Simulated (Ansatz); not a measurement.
The parent structure is SiGe in the wurtzite structure (space group P6_3mc, No. 186; a = 3.9004 Å, c = 6.4434 Å; a model cell, its experimental status unchecked).

It is then changed as follows: a hydrostatic pressure of 15 GPa.

Levels (all Ansatz, an electronic-structure program, PAW, earlier PAW set): PBEsol (420 eV, without spin-orbit coupling); r2SCAN (500 eV, without spin-orbit coupling); HSE06 (420 eV, spin-orbit coupling left out); PBEsol+SOC (420 eV, with spin-orbit coupling).

One geometry, relaxed with PBEsol, under each level:

```json
[
 {"level": "PBEsol", "band gap": "0.09 eV", "lowest conduction level above the VBM at special points": "M 0.09 eV; K 0.40 eV; L 0.59 eV; Γ 0.82 eV", "pressure": "15.00 GPa"},
 {"level": "r2SCAN", "band gap": "0.40 eV", "lowest conduction level above the VBM at special points": "M 0.40 eV; K 0.69 eV; L 0.93 eV; Γ 1.24 eV", "pressure": "16.10 GPa"},
 {"level": "HSE06", "band gap": "[?]", "lowest conduction level above the VBM at special points": "[?]", "pressure": "–"},
 {"level": "PBEsol+SOC", "band gap": "zero", "lowest conduction level above the VBM at special points": "–", "pressure": "15.0 GPa"}
]
```

Give the withheld HSE06 results.


- HSE06, band gap: 0.70 eV
- HSE06, lowest conduction level above the VBM at special points: M 0.70 eV; K 1.00 eV; L 1.26 eV; Γ 1.57 eV

Single points use the geometry relaxed with PBEsol. Their cutoffs differ, which shifts pressures a little. The hybrid gap comes from the SCF mesh plus the semilocal run's edge points and a few special points and is an upper bound. Differences between runs with and without spin-orbit coupling are approximate. Load acts through the strain it causes; cell and atoms are relaxed under it. No phonon test of stability was made. No other phases were tried under pressure. Gaps under 0.05 eV, about the width of the smearing, are given as zero. A zero or small gap of SiGe under pressure 15 GPa can be the functional's error rather than a property of the material.
